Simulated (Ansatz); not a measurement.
An Ansatz (an electronic-structure program) run: Ag2S; Ansatz, PBEsol, PAW, cutoff 420 eV, without spin-orbit coupling, earlier PAW set.

Input:

Ansatz 0.2 input:
```yaml
crystal:
  lattice:
    - [2.3253382262, -3.4698307382, 0]
    - [2.3253382262, 3.4698307382, 0]
    - [0, 0, 7.214593298]
  atoms:
    - { symbol: Ag, position: [0.5, 0.5, 0.5] }
    - { symbol: Ag, position: [0.5, 0.5, 0] }
    - { symbol: Ag, position: [0.1059490163, 0.8940509837, 0.75] }
    - { symbol: Ag, position: [0.8940509837, 0.1059490163, 0.25] }
    - { symbol: S, position: [0.7264506591, 0.2735493409, 0.75] }
    - { symbol: S, position: [0.2735493409, 0.7264506591, 0.25] }
basis: { ecutwfc: 420, ecutrho_ratio: 4, xc_grid: 2, fft_grid_basis: typed }
kpoints: { mp_grid: { grid: [7, 7, 4] } }
hamiltonian:
  xc: pbesol
  dispersion: none
  pseudopotentials: { azcp: { folder: ./paw }, kind: paw }
scf: { occupations: { method: fermi_dirac, width: 0.05 }, convergence: { dr2_threshold: 0.0000000006 } }
output: { forces: true, stress: true }
```

Output:

```
WARN ansatz: RAYON_NUM_THREADS=1 ignored (pool sized by the plan → 1); use --threads N
Pseudopotentials: kind: paw
Pseudopotential: Ag, paw, valence charge 19
Pseudopotential: S, paw, valence charge 6
Functional definition: PBEsol
Crystal: 6 atoms, lattice volume = 116.422 Å³
Basis set: ecut = 420 eV, 2265 PW (Γ), exchange–correlation on 60×60×100 points (8 copies of the dense FFT grid, shifted against one another)
Bands: 50, of which v1, the nominal top of the filled ones, is band 44 counted from 1 (43 counted from 0)
Symmetry: 8 space group operations
Space group: Cmcm (ITA 63), of the structure as read, at distance tolerance 4.9e-5 Å
k-points: 48 of 196
PAW frozen core: Ag, regenerated for the run's functional, and the local potential with it
PAW frozen core: S, regenerated for the run's functional, and the local potential with it
Initial density: superposition of atomic densities (chi_scale 0.1, normalization cell, long waves kept (reshape's long-wave potential 0.00 eV rms))
Initial wavefunctions: pseudopotential atomic-orbital guess
Eigensolver: davidson
Functional: x = pbesol(κ = 0.804, μ = 0.12345679012345678), c = pbesol(β = 0.046)
SCF iter   1: F=—  HF=-31859.557524 eV  |F-HF|=—  |Δ(HF+E_count)|=         —  Δρ=3.52e-2  dr2=1.48e0  ethr=3.10e-3  ⟨swp⟩=7.0  Hψ=9507  notcnv=0
all-band conjugate gradients solve this SCF's bands
preconditioner: auto → Resta (q_TF=auto, 2.604 Å⁻¹)
SCF iter   2: F=—  HF=-31859.239726 eV  |F-HF|=—  |Δ(HF+E_count)|=   3.18e-1  Δρ=1.34e-2  dr2=1.51e-1  ethr=1.68e-3  ⟨swp⟩=2.1  Hψ=3993  notcnv=0  defer=63
SCF iter   3: F=—  HF=-31859.192131 eV  |F-HF|=—  |Δ(HF+E_count)|=   4.76e-2  Δρ=5.57e-3  dr2=2.81e-2  ethr=1.72e-4  ⟨swp⟩=2.0  Hψ=3304  notcnv=0  defer=63
SCF iter   4: F=—  HF=-31859.184932 eV  |F-HF|=—  |Δ(HF+E_count)|=   7.20e-3  Δρ=1.24e-3  dr2=1.22e-3  ethr=3.19e-5  ⟨swp⟩=2.2  Hψ=3411  notcnv=0  defer=63
SCF iter   5: F=—  HF=-31859.184911 eV  |F-HF|=—  |Δ(HF+E_count)|=   2.06e-5  Δρ=2.51e-4  dr2=7.04e-5  ethr=1.39e-6  ⟨swp⟩=2.1  Hψ=3700  notcnv=0  defer=63
SCF iter   6: F=—  HF=-31859.184857 eV  |F-HF|=—  |Δ(HF+E_count)|=   5.38e-5  Δρ=1.21e-4  dr2=1.70e-5  ethr=8.00e-8  ⟨swp⟩=2.0  Hψ=4257  notcnv=0  defer=63
SCF iter   7: F=—  HF=-31859.184848 eV  |F-HF|=—  |Δ(HF+E_count)|=   8.95e-6  Δρ=2.51e-5  dr2=1.07e-6  ethr=1.93e-8  ⟨swp⟩=2.0  Hψ=3951  notcnv=0  defer=63
SCF iter   8: F=—  HF=-31859.184857 eV  |F-HF|=—  |Δ(HF+E_count)|=   9.11e-6  Δρ=7.79e-6  dr2=1.06e-7  ethr=1.21e-9  ⟨swp⟩=2.3  Hψ=3555  notcnv=0  defer=63
SCF iter   9: F=—  HF=-31859.184857 eV  |F-HF|=—  |Δ(HF+E_count)|=   3.70e-9  Δρ=2.23e-6  dr2=7.16e-9  ethr=1.20e-10  ⟨swp⟩=2.0  Hψ=3510  notcnv=0  defer=63
SCF iter  10: F=-31859.184857 eV  HF=-31859.184857 eV  |F-HF|=0.00e0  |Δ(HF+E_count)|=  3.64e-11  Δρ=5.35e-7  dr2=4.08e-10  ethr=1.00e-12  ⟨swp⟩=3.9  Hψ=9995  notcnv=0
SCF 1 converged in 10 iterations: F = -31859.184857 eV  dr2 = 4.08e-10
SCF converged after 10 iterations
Free energy (F): -31859.184857 eV
Harris-Foulkes:  -31859.184857 eV  (|F-HF|=0.00e0)
Internal energy: -31859.184856 eV  (E = F + TS)
E sigma→0 (E₀):  -31859.184857 eV
Entropy (-TS):   -0.000001 eV (-0.000 meV/atom)
Fermi energy:    11.842401 eV
--- Per-component energies (eV) ---
  E_band       = -1276.447212
  E_kinetic    = 2082.352662
  E_local      = -10998.358221  (includes V_loc(G=0)·N_el)
  E_nonlocal   = 210.889048
  E_hartree    = 5208.525230
  E_xc         = -805.291227
  E_vxc        = -964.753984  (∫ρ·V_xc dr)
  E_paw        = -16739.162467  (= ΣΔE_a)
  E_vpaw       = -2023.629132  (= ΣTr[D̂ρ^β])
  E_aug_tail   = 0.001509  (compensation charges beyond the density's cutoff)
  E_ewald      = -10819.556249
  E_core_change = 1.414859  (= ΣΔE_core)
  E_smearing   = -0.000001  (= −TS)
  E_closure    = -0.000000  (closes the sum)
  Σ components = -31859.184857   (vs F -31859.184857, Δ=0.00e0)
  [band-id]    e_kinetic+e_local+e_nonlocal+2·e_hartree+e_vxc+e_vpaw+e_augmentation_tail = -1276.447657   (vs E_band -1276.447212, Δ=-4.45e-4)
--- Forces (eV/Å), atoms counted from 1 ---
  atom   1  Ag     0.00000000    -0.00000000     0.00000000
  atom   2  Ag     0.00000000    -0.00000000    -0.00000000
  atom   3  Ag     0.00000000    -0.00023304     0.00000000
  atom   4  Ag    -0.00000000     0.00023304     0.00000000
  atom   5  S      0.00000000    -0.00105634     0.00000000
  atom   6  S     -0.00000000     0.00105634     0.00000000
  max |Σ_I F_I| component: 2.17e-19 eV/Å
--- Stress (GPa, compression-positive) ---
        0.002450      -0.000000      -0.000000
       -0.000000       0.004432       0.000000
       -0.000000       0.000000       0.005833
  P = ⅓ Tr σ = 0.0042 GPa (0.042 kbar)
  The stress holds the Pulay correction. Without it, at fixed plane waves, as pw.x and ABINIT print it: P = -0.0535 GPa
  The stress includes an estimate of the error left by incomplete SCF convergence (largest component 0.0003 GPa).
--- Band table ---
  band table: none
```

Whether these cells are dynamically stable was not tested. The base started in P2_1/c and relaxed to Cmcm at this level. The cell is Ag2S (space group Cmcm, No. 63; a cell from a computed database, its experimental status unchecked). This is not the structure that Ag2S has at room temperature and ambient pressure.
